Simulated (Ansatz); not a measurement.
Functionals compared on the (30-32) surface of hcp Y in its 1x1 cell, outermost plane spacing 0.99 Å in the ideal cut, in Ansatz (plane waves, PAW). The structure was relaxed with PBE; the other rows are single points on it, each with its references at the same level. Cutoff 420 eV (500 eV for r2SCAN).

Slab: 22 atoms, 9.9 Å thick at the start (thin: gaps and levels are the slab's own); k 10x2x1, smearing 0.1 eV, dipole-corrected; all atoms relaxed; held to the start's symmetry, so lower structures may exist; no spin, no spin-orbit, no U. These notes are the PBE run's.

```json
[
 {"functional": "PBE", "surface energy (J/m²)": "0.99", "work function of the top face (eV)": "3.17", "rough cost of the single point": "–"},
 {"functional": "LDA", "surface energy (J/m²)": "1.10", "work function of the top face (eV)": "3.34", "rough cost of the single point": "around 4 core-minutes (rough)"},
 {"functional": "PBEsol", "surface energy (J/m²)": "?", "work function of the top face (eV)": "?", "rough cost of the single point": "around 3 core-minutes (rough)"},
 {"functional": "RPBE", "surface energy (J/m²)": "0.92", "work function of the top face (eV)": "3.07", "rough cost of the single point": "around 3 core-minutes (rough)"},
 {"functional": "r2SCAN", "surface energy (J/m²)": "1.06", "work function of the top face (eV)": "3.23", "rough cost of the single point": "roughly 7 core-minutes"}
]
```

Question: What belongs in the gaps?

Answer: 
- PBEsol, surface energy (J/m²): 1.08
- PBEsol, work function of the top face (eV): 3.22

Ansatz is a quantum-chemistry and plane-wave program.
